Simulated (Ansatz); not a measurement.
The starting structures come from a database of crystals and need not be the phases stable at ambient conditions.

**Evanescent states of BaTe$_{2}$ (I4/mcm, not sure to be the ambient phase, 6 atoms a cell, 40.0 Å³ an atom) along the normal of (001)**

Level of theory: r2SCAN (plane waves, PAW; Ansatz, a program for electronic structure).

The gap is the functional's own, uncorrected, and κ follows it; spin-orbit coupling is left out. Mid-gap values are interpolated between the computed energies.

Energies count from the valence-band top; κ is the least over a 4×4 mesh across the current.

```json
[
 {"E (eV)": "0.03", "κ (1/Å)": "0.115", "where": "Γ"},
 {"E (eV)": "0.09", "κ (1/Å)": "0.193", "where": "Γ"},
 {"E (eV)": "0.15", "κ (1/Å)": "0.222", "where": "Γ"},
 {"E (eV)": "0.21", "κ (1/Å)": "?", "where": "Γ"},
 {"E (eV)": "0.27", "κ (1/Å)": "?", "where": "Γ"},
 {"E (eV)": "0.33", "κ (1/Å)": "?", "where": "Γ"},
 {"E (eV)": "0.39", "κ (1/Å)": "?", "where": "Γ"},
 {"E (eV)": "0.45", "κ (1/Å)": "?", "where": "Γ"},
 {"E (eV)": "0.51", "κ (1/Å)": "?", "where": "Γ"},
 {"E (eV)": "0.57", "κ (1/Å)": "?", "where": "Γ"},
 {"E (eV)": "0.63", "κ (1/Å)": "0.193", "where": "Γ"},
 {"E (eV)": "0.69", "κ (1/Å)": "0.157", "where": "off Γ"},
 {"E (eV)": "0.75", "κ (1/Å)": "0.082", "where": "off Γ"}
]
```

Problem. What belongs in the gaps?

Solution. 
- 0.21, κ (1/Å): 0.219
- 0.27, κ (1/Å): 0.217
- 0.33, κ (1/Å): 0.214
- 0.39, κ (1/Å): 0.210
- 0.45, κ (1/Å): 0.206
- 0.51, κ (1/Å): 0.202
- 0.57, κ (1/Å): 0.198
